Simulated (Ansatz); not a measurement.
Consider Ta in the bcc (W type) structure (space group Im-3m, No. 229; a = 3.3061 Å; relaxed with 0.1 eV smearing). Axes: x, y, z lie along the cube axes.

Calculations: r2SCAN in Ansatz (plane waves to 500 eV, PAW, spin-orbit coupling left out).

Base values:

```
Property                         Value
-----------------------------  -------
Shortest interatomic distance  2.863 Å
Pressure                       0.0 GPa
```

Modification: compressive biaxial strain of 0.63 % in the plane normal to [001], as in epitaxy on a mismatched substrate; the out-of-plane cell vector and the atoms relax.

Problem. What happens to the out-of-plane strain, energy relative to the base, shortest interatomic distance and pressure?

Solution. The out-of-plane strain is +0.77 %; the energy grows by 1.1 meV/atom; the shortest interatomic distance drops by 0.0046 Å, from 2.863 Å to 2.859 Å; the pressure (mean of the normal stresses, compression positive) goes from zero to 1.0 GPa.

Stability against distortions was not tested. The final runs are not spin-polarised.

Ansatz is a quantum-chemistry and plane-wave program.
